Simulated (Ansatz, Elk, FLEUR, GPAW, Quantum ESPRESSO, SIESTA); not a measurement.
**CrPd3 (Pm-3m, 4 atoms in the cell) computed with different codes at matched settings**

Self-consistent single point.

```
CELL_PARAMETERS angstrom
      3.89088     0.00000     0.00000
      0.00000     3.89088     0.00000
      0.00000     0.00000     3.89088
ATOMIC_POSITIONS crystal
  Cr 0.00000 0.00000 0.00000
  Pd 0.00000 0.50000 0.50000
  Pd 0.50000 0.00000 0.50000
  Pd 0.50000 0.50000 0.00000
```
Moments meant for the start (each program seeds them in its own way; μB, in the order of the atoms Cr Pd Pd Pd): 3.0 0.0 0.0 0.0.

All programs got the same cell, k-point mesh and kind of occupations, and the same starting moments (in Ansatz's words: kpoints.mp_grid.grid = 9 9 9; magnetization.spin_polarized = true; scf.occupations.method = gaussian; scf.occupations.width = 0.272 eV); potentials, basis and cutoffs are each program's usual ones.

| code | model | pressure (GPa) | size of the net moment (μB/atom) | k-points | cutoff |
|---|---|---|---|---|---|
| SIESTA | GGA PBEsol, numerical atomic orbitals DZP, PseudoDojo PBEsol standard norm-conserving potentials (rewritten from UPF to PSML) | -7.07 | 0.75 | 365 | grid 350 Ry |
| FLEUR | PBEsol, all-electron FLAPW (FLEUR), scalar-relativistic valence | – | 0.69 | 35 | Kmax 4.2 1/bohr |
| GPAW | PBEsol, GPAW PAW datasets PBEsol (made by gpaw-setup) | -6.36 | 0.71 | 35 | 850 eV |
| Ansatz | PBEsol, PAW files made with PBE | -7.08 | 0.69 | 35 | default |
| Elk | PBEsol, all-electron FP-LAPW, Elk's shipped species files, APW+lo basis with extra local orbitals | – | 0.69 | 35 | rgkmax 7.5 |
| Quantum ESPRESSO | PBEsol, GBRV 1.5 ultrasoft (PBESOL) pseudopotentials | -6.43 | 0.69 | 35 | 50 Ry |

A dash marks a value that a program does not give, or that is left out as unsure.

The spread over the programs that give each value: pressure within 0.72 GPa; size of the net moment within 0.06 μB/atom.

The starting cell comes from a database of computed structures (which also holds hypothetical and non-ambient phases and stackings), without a prior relaxation at this level. On Ansatz's run: With one magnetic atom in the cell only a parallel order is possible. In the base run, with a pressure of about -7 GPa the cell is away from its equilibrium volume at this level.

Why do the programs differ, and what cannot be compared?

Differences of this kind can come from the potentials, where these differ, and from what each basis and cutoff leave unconverged. The valence holds different numbers of electrons (SIESTA 68, FLEUR 62, GPAW 54, Ansatz (an electronic-structure program) 68, Quantum ESPRESSO 62). The zero of total energies and Fermi levels follows the potentials and each program's conventions, so they are not compared here. SIESTA uses small atom-centred bases, whose incompleteness enters pressures, forces and empty levels differently from a plane-wave cutoff. FLEUR and Elk treat all electrons, but the usual bases taken here (sphere radii, linearisation, local orbitals, empty states) were not tested for convergence, so the values are no reference for the others. Ansatz's pressure is given at a fixed set of plane waves, as the other plane-wave codes print theirs; with its correction for the finite basis it is -7.04 GPa. Site moments depend on each program's spheres or projections; the total moment of the cell does not. The programs reduce the same mesh by symmetry to different extents, which changes the work and not the result.

Left out of this page: ABINIT (with a known weakness of the program).

Keys are those of Ansatz 0.2.
